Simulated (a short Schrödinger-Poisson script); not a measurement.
# Symmetric double-gate stack, SiO2 on p-type InP

System: symmetric double-gate stack, SiO2 on p-type InP, at 300 K.

```tsv
layer	material	thickness (nm)	Na (cm⁻³)
1	SiO2	3.9	-
2	InP	20	4e16
3	SiO2	3.9	-
```

The device is made up for the run: typed textbook-type constants, with dimensions and the other settings drawn at random. SiO2: permittivity 3.9, conduction-band edge (eV) 3.48, gap (eV) 9, electron mass (mₑ) 0.5. InP: permittivity 12.5, conduction-band edge (eV) 0, gap (eV) 1.344, Nv at 300 K (cm⁻³) 1.1e19.

Channel valleys (confinement mass, in-plane density-of-states mass, number): Γ 0.08, 0.08, 1. At the gates, both at one voltage, the conduction-band edge of layer 1 lies 4.04 eV − eVg above the Fermi level of the channel. Gaps are held at their typed values at every temperature. Mesh 0.03 nm at interfaces.

From a short Schrödinger-Poisson script (our own, NumPy): 1D Poisson equation in equilibrium, electrons quantum, Hartree plus LDA exchange-correlation (BenDaniel-Duke, 12 states a valley, the channel's in-plane mass for all, wave functions ending at the dielectric), parabolic valleys, classical holes, full ionisation, no traps, pinning or gate leakage.

| Vg (V) | electrons (cm⁻²) | C (μF/cm²) | Γ E0 (meV) | Γ E1 (meV) |
|---|---|---|---|---|
| 0.3 | 2.11e7 | < 0.003 | 281.1 | 315.9 |
| 0.45 | 7.26e9 | 0.0454 | 130.0 | 164.9 |
| 0.6 | 3.91e11 | 0.821 | 24.0 | 56.3 |
| 0.75 | 1.31e12 | 1.09 | -13.3 | 13.0 |
| 0.9 | 2.38e12 | 1.19 | -35.1 | -14.2 |
| 1.05 | 3.52e12 | 1.24 | -52.1 | -35.6 |
| 1.2 | 4.70e12 | 1.27 | -67.1 | -54.2 |
| 1.35 | 5.90e12 | 1.30 | -81.2 | -71.1 |
| 1.5 | 7.12e12 | 1.31 | -95.0 | -87.1 |
| 1.65 | 8.36e12 | 1.33 | -108.5 | -102.4 |
| 1.8 | 9.61e12 | 1.34 | -122.0 | -117.3 |
| 1.95 | 1.09e13 | 1.35 | -135.5 | -131.8 |
| 2.1 | 1.21e13 | 1.36 | -149.0 | -146.1 |
| 2.25 | 1.34e13 | 1.37 | -162.4 | -160.2 |
| 2.4 | 1.47e13 | 1.37 | -175.8 | -174.1 |
| 2.55 | 1.60e13 | 1.38 | -189.2 | -187.8 |
| 2.7 | 1.73e13 | 1.38 | -202.5 | -201.4 |

Gate voltages with under 1e6 electrons/cm² are left out.

Subbands count from the Fermi level. The capacitance is that of both gates.

Above a few 1e12 electrons/cm² a light Γ valley is non-parabolic and upper valleys begin to fill, which the model leaves out.
